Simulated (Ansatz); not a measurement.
Here is the system:

```
CELL_PARAMETERS angstrom
      4.76275     0.00000     0.00000
     -2.38137     4.12466     0.00000
      0.00000     0.00000     6.55086
ATOMIC_POSITIONS crystal
  Ta 0.00000 0.50000 0.33333
  Ta 0.50000 0.00000 0.00000
  Ta 0.50000 0.50000 0.66667
  Si 0.84081 0.68162 0.00000
  Si 0.15919 0.84081 0.66667
  Si 0.31838 0.15919 0.33333
  Si 0.15919 0.31838 0.00000
  Si 0.84081 0.15919 0.66667
  Si 0.68162 0.84081 0.33333
```

Calculation: PBEsol, DFPT electron-phonon coupling, linearised Boltzmann equation (plane waves, PAW, scalar-relativistic; Ansatz, a first-principles code). Cell: relaxed with this functional, without spin-orbit coupling.

Problem. What phonon-limited resistivity does this give at 300 K?

Solution. 39 (x), 39 (y), 23 (z) μΩ·cm.

A metal at this level (no band gap). Only scattering by harmonic phonons is included (no impurities, grain boundaries, electron-electron scattering or thermal expansion). Spin-orbit coupling is left out, which matters with elements this heavy. Halving the electron mesh (20x20x12) moves the resistivity by up to 1 % at 300 K. Smearing 0.20 eV; phonons on a 4x4x2 q mesh, which this run doesn't test.
